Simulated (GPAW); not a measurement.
Worked example: self-consistent single point of LiCd3 (P6_3/mmc, 8 atoms in the cell) in GPAW.

Level of theory: PBEsol, GPAW PAW datasets PBEsol (made by gpaw-setup) (plane waves; GPAW).

```yaml
crystal:
  lattice:
    - [6.11013, 0.00000, 0.00000]
    - [-3.05506, 5.29153, 0.00000]
    - [0.00000, 0.00000, 4.84924]
  atoms:
    - { symbol: Li, position: [0.66667, 0.33333, 0.25000] }
    - { symbol: Li, position: [0.33333, 0.66667, 0.75000] }
    - { symbol: Cd, position: [0.83012, 0.16988, 0.75000] }
    - { symbol: Cd, position: [0.16988, 0.83012, 0.25000] }
    - { symbol: Cd, position: [0.66024, 0.83012, 0.25000] }
    - { symbol: Cd, position: [0.33976, 0.16988, 0.75000] }
    - { symbol: Cd, position: [0.83012, 0.66024, 0.75000] }
    - { symbol: Cd, position: [0.16988, 0.33976, 0.25000] }
```

Reference input (self-consistent single point, DFT PBEsol, plane waves, GPAW PAW datasets PBEsol (made by gpaw-setup)): mode = pw; ecut = 550 eV; xc = PBEsol; kpts = 4 4 5; mesh shift (steps) = 0 0 0; occupations.name = fermi-dirac; occupations.width = 0.136 eV; nbands = -16; symmetry.symmorphic = false; symmetry.tolerance = 0.0005; maxiter = 100. This run's input differs from it in these lines:

```diff
@@ -20,3 +20,3 @@
             xc='PBEsol',
-            kpts={'size': (4, 4, 5), 'gamma': True},
+            kpts={'size': (6, 6, 7), 'gamma': True},
             occupations={'name': 'fermi-dirac', 'width': 0.136},
```

Output (repeated stretches shortened):

```
     iter     time        total  log10-change:
                         energy   eigst   dens
iter:   1 --:--:--   -15.201877
iter:   2 --:--:--   -14.927952   -2.08  -1.32
iter:   3 --:--:--   -14.164672   -1.16  -1.35
iter:   4 --:--:--   -14.095411   -3.13  -1.76
iter:   5 --:--:--   -13.933739   -2.07  -1.80
iter:   6 --:--:--   -13.938173   -3.71  -2.35
iter:   7 --:--:--   -13.913757c  -3.15  -2.41
iter:   8 --:--:--   -13.913296c  -4.34  -2.91
iter:   9 --:--:--   -13.913566c  -5.40  -3.04
iter:  10 --:--:--   -13.913419c  -6.09  -2.99
iter:  11 --:--:--   -13.912875c  -4.75  -3.13
iter:  12 --:--:--   -13.912879c  -6.07  -3.96
iter:  13 --:--:--   -13.912878c  -7.27  -3.98
iter:  14 --:--:--   -13.912877c  -7.55c -4.02c
Converged after 14 iterations.

Dipole moment: (0.000000, -0.000000, 0.000000) |e|*Ang

Energy contributions relative to reference atoms: (reference = -913015.933844)

Kinetic:        +18.775149
Potential:      -10.901471
External:        +0.000000
XC:             -22.493023
Entropy (-ST):   -0.135047
Local:           +0.773991
SIC:             +0.000000
--------------------------
Free energy:    -13.980401
Extrapolated:   -13.912877

Showing only first 2 kpts
 Kpt  Band  Eigenvalues  Occupancy
  0    35      4.19973    2.00000
  0    36      4.54203    2.00000
  0    37      4.61448    2.00000
  0    38      7.54643    0.00036

  1    35      4.21668    2.00000
  1    36      4.28502    2.00000
  1    37      5.43193    1.99806
  1    38      8.17240    0.00000

Fermi level: 6.37517

No gap
   [... lines left out ...]
  2 Cd    0.04347   -0.02510   -0.00000
  3 Cd   -0.04347    0.02510   -0.00000
  4 Cd    0.04347    0.02510    0.00000
  5 Cd   -0.04347   -0.02510    0.00000
  6 Cd    0.00000    0.05019    0.00000
  7 Cd   -0.00000   -0.05019    0.00000

Stress tensor:
     0.014025    -0.000000     0.000000
    -0.000000     0.014025     0.000000
     0.000000     0.000000     0.012823
Stress (GPa, Voigt): [ 2.2471  2.2471  2.0545  0.      0.     -0.    ]
```

The run converged in 14 iterations. GPAW prints stress with tension positive. Against the reference run the free energy goes down by 11.9 meV/atom, the pressure goes from -2.07 to -2.18 GPa and the largest force goes from 0.016 to 0.050 eV/Å.

The starting cell comes from a database of computed structures (which also holds hypothetical and non-ambient phases and stackings), without a prior relaxation at this level.

Cost on one core of a shared machine: roughly 90 s.
